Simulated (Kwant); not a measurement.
Computed with Kwant: Hückel tight-binding model, one pz orbital an atom, one spin, coherent transport at 0 K. Conductance is in e²/h.

Device: π system c1ccc2cc3ccccc3cc2c1 between two chain leads. The π system is taken as planar. Atoms are numbered from 0 in the order of the SMILES. Site energies (eV, carbon 0): [0.0, 0.0, 0.0, 0.0, 0.0, 0.0, 0.0, 0.0, 0.0, 0.0, 0.0, 0.0, 0.0, 0.0]. Bonds (i, j, β in eV): (0,1,-2.7) (1,2,-2.7) (2,3,-2.7) (3,4,-2.7) (4,5,-2.7) (5,6,-2.7) (6,7,-2.7) (7,8,-2.7) (8,9,-2.7) (9,10,-2.7) (10,11,-2.7) (11,12,-2.7) (12,13,-2.7) (13,0,-2.7) (12,3,-2.7) (10,5,-2.7). Leads: chains of hopping −4.1 eV, joined by −0.54 eV to atoms 0 and 9.

Site energies and bond integrals are typed Hückel values.

Sweep values stay those of the base run.

One input was changed, with this effect: transmission at E = 0 0.00017 → 0.0016.

Which change was it?
(A) contacts moved from atoms [0, 9] to [2, 13]
(B) contacts moved from atoms [0, 9] to [0, 6]
(C) contacts moved from atoms [0, 9] to [0, 7]
(D) contacts moved from atoms [0, 9] to [0, 1]
(E) contacts moved from atoms [0, 9] to [0, 2]
(F) contacts moved from atoms [0, 9] to [0, 8]

A, contacts moved from atoms [0, 9] to [2, 13]
